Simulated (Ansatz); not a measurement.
A hypothetical phase is included: elements placed on a structure type, which no database files for this compound.

By r2SCAN, the system below comes out a metal.

Data:

```
La2ReTaN6
1.0
    5.65891     0.00000     0.00000
    0.00000     5.65891     0.00000
    2.82946    -2.82946     4.00146
La Ta Re N
2 1 1 6
Direct
  0.75000   0.75000   0.50000
  0.25000   0.25000   0.50000
  0.50000   0.50000   0.00000
  0.00000   0.00000   0.00000
  0.24498   0.75502   0.51004
  0.75502   0.24498   0.48996
  0.75502   0.75502   0.00000
  0.24498   0.24498   0.00000
  0.24498   0.75502   0.00000
  0.75502   0.24498   0.00000
```

The cell was relaxed by PBE-D3(BJ); by r2SCAN it stands under a pressure of 1.2 GPa.

The current flows along the normal of the first two printed cell vectors, the (001) plane of the conventional cell. No spin-orbit coupling; the value is a mean over 0.1 eV about the Fermi level.

Q: Compute, with r2SCAN in Ansatz (a first-principles code), the ballistic conductance per area.

A: 0.26 × 10¹⁵ S/m² for both spins.
